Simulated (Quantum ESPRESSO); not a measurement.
Quantum ESPRESSO is run on Nb₃Au (Pm-3n, 8 atoms in the cell), and the run fails. The aim is a self-consistent single point with DFT, LDA (PZ), plane waves, GBRV 1.5 ultrasoft (LDA) pseudopotentials.

Cell that was meant: a = 5.1980 Å, b = 5.1980 Å, c = 5.1980 Å, α = 90.00°, β = 90.00°, γ = 90.00°.

Part of the input:

```fortran
ATOMIC_SPECIES
Au   196.9666  au_lda_v1.uspp.F.UPF
Nb    92.9064  nb_lda_v1.uspp.F.UPF
ATOMIC_POSITIONS {cartesian}
Au    0.0000000000    0.0000000000    0.0000000000
Au    0.5000000000    0.5000000000    0.5000000000
Nb    0.2500000000    0.0000000000    0.5000000000
```

Output (repeated stretches shortened):

```
     This program is part of the open-source Quantum ESPRESSO suite
     for quantum simulation of materials; please cite

 %%%%%%%%%%%%%%%%%%%%%%%%%%%%%%%%%%%%%%%%%%%%%%%%%%%%%%%%%%%%%%%%%%%%%%%%%%%%%%
     Error in routine read_cards (1):
     unknown option for ATOMIC_POSITION: ATOMIC_POSITIONS {CARTESIAN}
 %%%%%%%%%%%%%%%%%%%%%%%%%%%%%%%%%%%%%%%%%%%%%%%%%%%%%%%%%%%%%%%%%%%%%%%%%%%%%%

     stopping ...
```

From the messages shown, name the fault and mend the input.

The fault is a value that the program does not know. The key takes a closed list of words, and names differ between codes. To fix it, use one of the words that the key accepts. The program stopped before any SCF iteration.

An input that runs soundly differs in these lines (not the only fix; some lines may just follow from the change or write a value another way):
```diff
-ATOMIC_POSITIONS {cartesian}
+ATOMIC_POSITIONS {crystal}
```

With that input, the run converged in 13 iterations: free energy E − TS -12768.4643 eV; Fermi level (on the code's own zero) 17.81 eV; pressure -7.01 GPa (DFT, LDA (PZ), plane waves, GBRV 1.5 ultrasoft (LDA) pseudopotentials).

On the sound input: the starting cell comes from a database of published, mostly measured structures (it also holds non-ambient and calculated ones), without a prior relaxation at this level. Spin polarisation is off. With a pressure of about -7 GPa the cell is away from its equilibrium volume at this level.
